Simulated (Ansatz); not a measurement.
Functionals compared on a constructed model of the (110) surface of bcc Nb, a pseudomorphic layer of Co in the host's stacking (bottom of the slab: a bare face, its two planes held), in Ansatz (plane waves, PAW). The structure was relaxed with PBE; the other rows are single points on it. Cutoff 420 eV.

Slab: 7 atoms, 14.2 Å thick at the start; k 14x14x1, smearing 0.1 eV, dipole-corrected; 2 atoms held, the rest relaxed; held to the start's symmetry, so lower structures may exist; spin-polarised, ending with about 1.5 μB a cell; orders that need a larger cell were not tried, no spin-orbit, no U. It is one candidate, not shown to be the stable structure of the face. These notes are the PBE run's.

```tsv
functional	work function of the top face (eV)	magnetic moment of the cell (μB)	rough cost of the single point
PBE	4.06	1.48	–
RPBE	3.88	1.51	about 2.7 core-minutes (a rough figure)
```

Ansatz is a program for electronic structure.
